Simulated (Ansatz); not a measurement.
The starting structures come from a database of crystals and need not be the phases stable at ambient conditions.

Tunnelling through a barrier is set by its complex band structure: the current falls as exp(−2κd) with the smallest κ.

```yaml
crystal:
  lattice:
    - [6.58182, 0.00000, 0.00000]
    - [3.29091, 7.71227, 0.31141]
    - [3.29091, -0.54163, 1.82117]
  atoms:
    - { symbol: N, position: [0.34301, 0.32366, 0.32366] }
    - { symbol: N, position: [0.65699, 0.67634, 0.67634] }
    - { symbol: N, position: [0.50967, 0.82366, 0.82366] }
    - { symbol: N, position: [0.49033, 0.17634, 0.17634] }
```

Space group of this cell: P6_3/mmc. The cell was relaxed by PBE-D3(BJ); by r2SCAN its mean pressure is -1.4 GPa.

Transport runs along the normal of the first two printed cell vectors, the (111) plane of the conventional cell.

No gap correction and no spin-orbit coupling; mid-gap values are interpolated between computed energies.

Problem. Predict the band gap and the smallest decay constant κ at mid-gap from r2SCAN run with Ansatz (a quantum-chemistry and plane-wave program).

Solution. Gap 7.79 eV on a 16×16×16 mesh; κ = 0.935 1/Å, at the zone centre.
